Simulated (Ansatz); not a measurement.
Consider interstitial Cu in monoclinic ZrO2 strained by +1.5 % along x and y, z held, charge state +1. These are PBE, PAW (plane waves to 420 eV; Ansatz, a first-principles code) values and carry that method's errors.

96-site cell at the strained lattice (strain from the relaxed PBE one, atoms relaxed), the Γ point alone, smearing 0.01 eV, spin-restricted, no finite-size correction. Static, classical nuclei. The charge state is imposed; whether it is stable for some Fermi level was not computed. Sites that were not tried may lie lower.

Barriers: single points on a 2×2×2 k-point mesh shifted by half a step at the bands' geometries.

The step: Cu moves alone to another site. Atoms about the jump, Cartesian Å from the middle of the jump, before and after:

| atom | x0 | y0 | z0 | x1 | y1 | z1 |
|---|---|---|---|---|---|---|
| Cu1 | -0.82 | 0.39 | -0.78 | 0.82 | -0.39 | 0.78 |
| O2 | 0.56 | 1.84 | -0.86 | 0.52 | 1.78 | -0.84 |
| O3 | -0.52 | -1.78 | 0.84 | -0.56 | -1.84 | 0.86 |
| O4 | 0.03 | -0.95 | -1.84 | -0.01 | -0.91 | -1.85 |
| O5 | 0.01 | 0.91 | 1.85 | -0.03 | 0.95 | 1.84 |
| Zr6 | -1.76 | -0.29 | 1.65 | -1.86 | -0.24 | 1.58 |
| Zr7 | 1.86 | 0.24 | -1.58 | 1.76 | 0.29 | -1.65 |
| O8 | -2.36 | 1.22 | 0.14 | -2.44 | 1.28 | 0.15 |
| O9 | 2.44 | -1.28 | -0.15 | 2.36 | -1.22 | -0.14 |
| Zr10 | -1.30 | -2.46 | -1.07 | -1.26 | -2.43 | -1.12 |
| Zr11 | 1.26 | 2.43 | 1.12 | 1.30 | 2.46 | 1.07 |
| O12 | -2.93 | -1.35 | -0.09 | -2.86 | -1.29 | -0.13 |
| O13 | 2.86 | 1.29 | 0.13 | 2.93 | 1.35 | 0.09 |
| Zr14 | -1.26 | 3.05 | -1.15 | -1.24 | 2.91 | -1.12 |
| Zr15 | 1.24 | -2.91 | 1.12 | 1.26 | -3.05 | 1.15 |
| O16 | -1.96 | 1.43 | -2.50 | -1.96 | 1.37 | -2.50 |
| O17 | 1.96 | -1.37 | 2.50 | 1.96 | -1.43 | 2.50 |
| O18 | -0.47 | 3.60 | 0.78 | -0.47 | 3.57 | 0.79 |
| O19 | 0.47 | -3.57 | -0.79 | 0.47 | -3.60 | -0.78 |
| O20 | 0.96 | 0.91 | -3.45 | 0.94 | 0.93 | -3.49 |
| O21 | -0.94 | -0.93 | 3.49 | -0.96 | -0.91 | 3.45 |
| Zr22 | -0.79 | -0.25 | -3.81 | -0.80 | -0.24 | -3.76 |
| Zr23 | -3.59 | 0.21 | -1.55 | -3.55 | 0.25 | -1.54 |
| Zr24 | 0.80 | 0.24 | 3.76 | 0.79 | 0.25 | 3.81 |
| O25 | -2.37 | -1.35 | -2.78 | -2.39 | -1.37 | -2.78 |
| Zr26 | 3.55 | -0.25 | 1.54 | 3.59 | -0.21 | 1.55 |
| O27 | 2.39 | 1.37 | 2.78 | 2.37 | 1.35 | 2.78 |

Question: Predict the transition state.

Answer: 
```json
[
 {"atom": "Cu1", "x": "-0.01", "y": "0.00", "z": "-0.02"},
 {"atom": "O2", "x": "0.51", "y": "1.73", "z": "-0.84"},
 {"atom": "O3", "x": "-0.51", "y": "-1.73", "z": "0.82"},
 {"atom": "O4", "x": "0.04", "y": "-0.96", "z": "-1.90"},
 {"atom": "O5", "x": "-0.04", "y": "0.96", "z": "1.89"},
 {"atom": "Zr6", "x": "-1.91", "y": "-0.23", "z": "1.69"},
 {"atom": "Zr7", "x": "1.91", "y": "0.22", "z": "-1.70"},
 {"atom": "O8", "x": "-2.45", "y": "1.28", "z": "0.18"},
 {"atom": "O9", "x": "2.45", "y": "-1.29", "z": "-0.19"},
 {"atom": "Zr10", "x": "-1.29", "y": "-2.45", "z": "-1.12"},
 {"atom": "Zr11", "x": "1.29", "y": "2.45", "z": "1.10"},
 {"atom": "O12", "x": "-2.88", "y": "-1.30", "z": "-0.10"},
 {"atom": "O13", "x": "2.88", "y": "1.30", "z": "0.08"},
 {"atom": "Zr14", "x": "-1.26", "y": "2.92", "z": "-1.13"},
 {"atom": "Zr15", "x": "1.25", "y": "-2.92", "z": "1.11"},
 {"atom": "O16", "x": "-1.95", "y": "1.37", "z": "-2.48"},
 {"atom": "O17", "x": "1.95", "y": "-1.37", "z": "2.47"},
 {"atom": "O18", "x": "-0.46", "y": "3.58", "z": "0.78"},
 {"atom": "O19", "x": "0.46", "y": "-3.58", "z": "-0.79"},
 {"atom": "O20", "x": "0.98", "y": "0.92", "z": "-3.49"},
 {"atom": "O21", "x": "-0.98", "y": "-0.92", "z": "3.47"},
 {"atom": "Zr22", "x": "-0.79", "y": "-0.24", "z": "-3.76"},
 {"atom": "Zr23", "x": "-3.56", "y": "0.24", "z": "-1.52"},
 {"atom": "Zr24", "x": "0.79", "y": "0.24", "z": "3.75"},
 {"atom": "O25", "x": "-2.38", "y": "-1.37", "z": "-2.76"},
 {"atom": "Zr26", "x": "3.55", "y": "-0.24", "z": "1.51"},
 {"atom": "O27", "x": "2.37", "y": "1.37", "z": "2.74"}
]
```
It lies 0.29 eV above the start and 0.29 eV above the end. The saddle point's order was not checked, and it lies on a symmetry element of the cell, where a band can be held.
